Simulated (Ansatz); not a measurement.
The reference is SiC (space group P6_3mc, No. 186; a = 3.094 Å, c = 10.129 Å).

Level of theory: PBE (Ansatz, a program for electronic structure; PAW; 420 eV plane waves; spin-orbit coupling left out).

Before the change:

```
Item                     Value
-------------  ---------------
Pressure              0.00 GPa
Band gap               2.22 eV
Gap character  indirect, Γ → M
```

It is then changed as follows: an isotropic linear strain of −0.75 %, atoms relaxed at fixed cell.

Question: Estimate the effect on the energy relative to the base, pressure, band gap and gap character.

Answer: The energy rises by 3.6 meV/atom; the pressure (mean of the normal stresses, compression positive) goes from zero to 5.03 GPa; the band gap stays essentially unchanged (2.22 eV against 2.23 eV); the gap character stays indirect, Γ → M.

No phonon test of stability was made.
